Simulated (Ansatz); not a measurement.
The parent structure is BiP in the zinc blende structure (space group F-43m, No. 216; a = 6.501 Å; a hypothetical phase, not in the database extracts checked).

(Cell as relaxed with PBE.)

Levels (all Ansatz, a quantum-chemistry and plane-wave program, PAW): PBE (420 eV, scalar-relativistic without spin-orbit coupling); PBEsol (420 eV, no SOC).

Each level relaxes its own structure.

```tsv
quantity	PBE	PBEsol
volume per atom	34.34 Å³	32.86 Å³
lattice parameter a	6.501 Å	6.406 Å
band gap	zero	zero
```

PBE's volume per atom lies 1.48 Å³ above PBEsol's (4.5 %); PBE's lattice parameter a lies 0.095 Å above PBEsol's (1.5 %); the two agree on the band gap. Neither level is exact; PBEsol is the comparison here, not a measurement.

Stability against distortions was not tested. The final runs are not spin-polarised.
